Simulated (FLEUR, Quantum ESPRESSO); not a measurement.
A FLEUR input for a self-consistent single point of SrPdO3 (Pm-3m, 5 atoms in the cell) (DFT, PBEsol, all-electron FLAPW (FLEUR), scalar-relativistic valence):

Input of the input generator:

```
SrPdO3 crystal
&input film=f /
1.0000000000 0.0000000000 0.0000000000
0.0000000000 1.0000000000 0.0000000000
0.0000000000 0.0000000000 1.0000000000
7.6409129431
1.0 1.0 1.0

5
38 0.0000000000 0.0000000000 0.0000000000
46 0.5000000000 0.5000000000 0.5000000000
8 0.5000000000 0.5000000000 0.0000000000
8 0.0000000000 0.5000000000 0.5000000000
8 0.5000000000 0.0000000000 0.5000000000

&comp jspins=1 /
&exco xctyp='PBEs' /
&kpt div1=6 div2=6 div3=6 gamma=t /
&end /
```

```xml
<?xml version="1.0" encoding="UTF-8" standalone="no"?>
<fleurInput fleurInputVersion="0.39">
   <comment>
      SrPdO3 crystal                                                                                      
   </comment>
   <calculationSetup>
      <cutoffs Kmax="4.6" Gmax="13.8" GmaxXC="13.8" numbands="0"/>
      <scfLoop itmax="60" minDistance="0.00001" maxIterBroyd="40" imix="Anderson" alpha="0.05" precondParam="0.0" spinf="2.0"/>
      <coreElectrons ctail="T" frcor="F" kcrel="0" coretail_lmax="0"/>
      <xcFunctional name="PBEs" relativisticCorrections="F"/>
      <magnetism jspins="1"/>
      <soc l_soc="F" theta="0.0" phi="0.0" spav="F"/>
      <expertModes spex="0" secvar="F"/>
      <geometryOptimization l_f="T" forcealpha="1.0" forcemix="BFGS" epsdisp="0.00001" epsforce="0.00001"/>
      <ldaU l_linMix="F" mixParam="0.05" spinf="1.0"/>
   </calculationSetup>
   <cell>
      <bzIntegration valenceElectrons="44.0" mode="gauss" fermiSmearingEnergy="0.00367493">
         <kPointListSelection listName="default-1"/>
         <!-- k-points included here -->
         <xi:include xmlns:xi="http://www.w3.org/2001/XInclude" href="kpts.xml"> </xi:include>
      </bzIntegration>
      <!-- symmetry operations included here -->
      <xi:include xmlns:xi="http://www.w3.org/2001/XInclude" href="sym.xml"> </xi:include>
      <bulkLattice scale="1.0">
         <bravaisMatrix>
            <row-1>    7.6409129431000000     0.0000000000000000     0.0000000000000000</row-1>
            <row-2>    0.0000000000000000     7.6409129431000000     0.0000000000000000</row-2>
            <row-3>    0.0000000000000000     0.0000000000000000     7.6409129431000000</row-3>
         </bravaisMatrix>
      </bulkLattice>
   </cell>
   <atomSpecies>
      <species name="Strontium (Sr)" element="Sr" atomicNumber="38">
         <mtSphere radius="2.68" gridPoints="925" logIncrement="0.014"/>
         <atomicCutoffs lmax="10" lnonsphr="8"/>
         <electronConfig flipSpins="F">
            <coreConfig>(1s1/2) (2s1/2) (2p1/2) (2p3/2) (3s1/2) (3p1/2) (3p3/2) (3d3/2) (3d5/2)</coreConfig>
            <valenceConfig>(4s1/2) (4p1/2) (4p3/2) (5s1/2)</valenceConfig>
         </electronConfig>
         <energyParameters s="5" p="5" d="4" f="4"/>
         <lo type="SCLO" l="0" n="4" eDeriv="0"/>
         <lo type="SCLO" l="1" n="4" eDeriv="0"/>
      </species>
      <species name="Palladium (Pd)" element="Pd" atomicNumber="46">
         <mtSphere radius="2.33" gridPoints="803" logIncrement="0.016"/>
         <atomicCutoffs lmax="10" lnonsphr="8"/>
         <electronConfig flipSpins="F">
            <coreConfig>(1s1/2) (2s1/2) (2p1/2) (2p3/2) (3s1/2) (3p1/2) (3p3/2) (4s1/2) (3d3/2) (3d5/2)</coreConfig>
            <valenceConfig>(4p1/2) (4p3/2) (5s1/2) (4d3/2) (4d5/2)</valenceConfig>
            <stateOccupation state="(5s1/2)" spinUp="0.5" spinDown="0.5"/>
            <stateOccupation state="(4d3/2)" spinUp="1.8" spinDown="1.8"/>
            <stateOccupation state="(4d5/2)" spinUp="2.7" spinDown="2.7"/>
         </electronConfig>
         <energyParameters s="5" p="5" d="4" f="4"/>
         <lo type="SCLO" l="1" n="4" eDeriv="0"/>
      </species>
      <species name="Oxygen (O)" element="O" atomicNumber="8">
         <mtSphere radius="1.31" gridPoints="453" logIncrement="0.023"/>
         <atomicCutoffs lmax="6" lnonsphr="4"/>
         <electronConfig flipSpins="F">
            <coreConfig>(1s1/2)</coreConfig>
            <valenceConfig>(2s1/2) (2p1/2) (2p3/2)</valenceConfig>
            <stateOccupation state="(2p1/2)" spinUp="0.6666666666667" spinDown="0.6666666666667"/>
            <stateOccupation state="(2p3/2)" spinUp="1.3333333333333" spinDown="1.3333333333333"/>
         </electronConfig>
         <energyParameters s="2" p="2" d="3" f="4"/>
      </species>
   </atomSpecies>
   <atomGroups>
      <atomGroup species="Strontium (Sr)">
         <relPos label="                   1">.0000000000 .0000000000 .0000000000</relPos>
         <force calculate="T" relaxXYZ="TTT"/>
      </atomGroup>
      <atomGroup species="Palladium (Pd)">
         <relPos label="                   2">1.000/2.000 1.000/2.000 1.000/2.000</relPos>
         <force calculate="T" relaxXYZ="TTT"/>
      </atomGroup>
      <atomGroup species="Oxygen (O)">
         <relPos label="                   3">1.000/2.000 1.000/2.000 .0000000000</relPos>
         <relPos label="                   4">.0000000000 1.000/2.000 1.000/2.000</relPos>
         <relPos label="                   5">1.000/2.000 .0000000000 1.000/2.000</relPos>
         <force calculate="T" relaxXYZ="TTT"/>
      </atomGroup>
   </atomGroups>
   <output dos="F" band="F" slice="F">
      <checks vchk="F" cdinf="F"/>
      <bandDOS minEnergy="-.5*Htr" maxEnergy="0.5*Htr" sigma="0.015" storeEVData="T"/>
      <vacuumDOS vacdos="F" integ="F" star="F" nstars="0" locx1="0.0" locy1="0.0" locx2="0.0" locy2="0.0" nstm="0" tworkf="0.0"/>
      <unfoldingBand unfoldBand="F" supercellX="1" supercellY="1" supercellZ="1"/>
      <plotting iplot="0" polar="F">
         <plot TwoD="T" vec1="  1.0  0.0  0.0" vec2="  0.0  1.0  0.0" vec3="  0.0  0.0  1.0" zero="  0.0  0.0  0.0" file="plot"/>
      </plotting>
      <chargeDensitySlicing numkpt="0" minEigenval="0.0" maxEigenval="0.0" nnne="0" pallst="F"/>
      <specialOutput eonly="F"/>
      <magneticCircularDichroism mcd="F" energyLo="-10.0" energyUp="0.0"/>
   </output>
  <!-- We include the file relax.xml here to enable relaxations (see documentation) -->
  <xi:include xmlns:xi="http://www.w3.org/2001/XInclude" href="relax.xml"> <xi:fallback/> </xi:include>
</fleurInput>
```

Q: Write the same calculation as an input for Quantum ESPRESSO.

A: This is the input that was run; spellings and numerical settings could be chosen otherwise.

```fortran
&CONTROL
 calculation = 'scf',
 prefix = 'srpdo3',
 outdir = './tmp',
 pseudo_dir = './',
 verbosity = 'high',
 tprnfor = .true.,
 tstress = .true.,
/
&SYSTEM
 ibrav = 0,
 nat = 5,
 ntyp = 3,
 ecutwfc = 40,
 ecutrho = 320,
 occupations = 'smearing',
 smearing = 'gauss',
 degauss = 0.0073499,
/
&ELECTRONS
 conv_thr = 1.0d-10,
 mixing_beta = 0.7,
/
ATOMIC_SPECIES
Sr    87.6200  sr_pbesol_v1.uspp.F.UPF
Pd   106.4200  pd_pbesol_v1.4.uspp.F.UPF
O     15.9990  o_pbesol_v1.2.uspp.F.UPF
CELL_PARAMETERS {angstrom}
   4.0433970000     0.0000000000     0.0000000000
   0.0000000000     4.0433970000     0.0000000000
   0.0000000000     0.0000000000     4.0433970000
ATOMIC_POSITIONS {angstrom}
Sr    0.0000000000    0.0000000000    0.0000000000
Pd    2.0216985000    2.0216985000    2.0216985000
O     2.0216985000    2.0216985000    0.0000000000
O     0.0000000000    2.0216985000    2.0216985000
O     2.0216985000    0.0000000000    2.0216985000
K_POINTS {automatic}
6 6 6  0 0 0
```

Basis settings and potentials, where a program has them, do not carry over. This input uses DFT, PBEsol, plane waves, GBRV 1.5 ultrasoft (PBESOL) pseudopotentials.

The starting cell comes from a database of computed structures (which also holds hypothetical and non-ambient phases and stackings), without a prior relaxation at this level. Its lattice was rescaled by a random factor within 2.5 % of one. For this run, on top of that: lattice scaled by 0.98.
